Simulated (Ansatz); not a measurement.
The starting structures come from a database of crystals and need not be the phases stable at ambient conditions.

## Evanescent states of YOF (P4/nmm, not sure to be the ambient phase, 6 atoms a cell, 13.3 Å³ an atom, -2 GPa at this level) along the normal of (100)

Level of theory: PBEsol (plane waves, PAW; Ansatz, an electronic-structure program).

The gap is the functional's own. No spin-orbit coupling. Mid-gap values are interpolated on the energy grid.

Energies count from the valence-band top; κ is the least over a 8×6 mesh across the current.

```tsv
E (eV)	κ (1/Å)	where
0.12	0.189	off Γ
0.34	0.312	off Γ
0.57	0.367	off Γ
0.81	0.399	Γ
1.03	0.412	Γ
1.26	?	Γ
1.50	?	Γ
1.73	?	Γ
1.96	?	Γ
2.19	?	Γ
2.42	?	Γ
2.65	?	Γ
2.88	?	Γ
3.10	?	Γ
3.33	0.367	Γ
3.56	?	Γ
3.79	0.325	Γ
4.03	0.298	Γ
4.25	0.264	Γ
4.49	0.220	Γ
4.71	0.158	Γ
```

Task: Some entries are withheld; supply them.

Result: 
- 1.26, κ (1/Å): 0.420
- 1.50, κ (1/Å): 0.425
- 1.73, κ (1/Å): 0.426
- 1.96, κ (1/Å): 0.425
- 2.19, κ (1/Å): 0.421
- 2.42, κ (1/Å): 0.416
- 2.65, κ (1/Å): 0.407
- 2.88, κ (1/Å): 0.397
- 3.10, κ (1/Å): 0.383
- 3.56, κ (1/Å): 0.348
